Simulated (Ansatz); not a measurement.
**Ni3Ge (Pm-3m, No. 221, 4 atoms in the cell; start mp-21008)**

All values below come from PBEsol (plane waves, PAW; Ansatz, an electronic-structure program).

Numerical settings: plane-wave cutoff 500 eV, 12×12×12 k mesh, Fermi–Dirac smearing 0.05 eV, no spin polarisation, scalar-relativistic PAW data made under PBE.

Cell (relaxed at this level):

```cif
data_GeNi3
_chemical_formula_sum 'Ni3 Ge1'
_space_group_name_H-M_alt 'P 1'
_space_group_IT_number 1
_cell_length_a 3.52498
_cell_length_b 3.52498
_cell_length_c 3.52498
_cell_angle_alpha 90.000
_cell_angle_beta 90.000
_cell_angle_gamma 90.000
loop_
_space_group_symop_operation_xyz
  'x, y, z'
loop_
_atom_site_label
_atom_site_type_symbol
_atom_site_fract_x
_atom_site_fract_y
_atom_site_fract_z
_atom_site_occupancy
Ni1 Ni 0.50000 0.00000 0.50000 1
Ni2 Ni 0.00000 0.50000 0.50000 1
Ni3 Ni 0.50000 0.50000 0.00000 1
Ge1 Ge 0.00000 0.00000 0.00000 1
```

```yaml
band_gap: none
```

Note: the relaxation could not lower the start's symmetry, so the cell can be a saddle point above a distorted one.

Spin–orbit coupling is not included.

Computed values are for the static lattice.

A start named mp-… is a Materials Project structure, which need not be a measured phase.
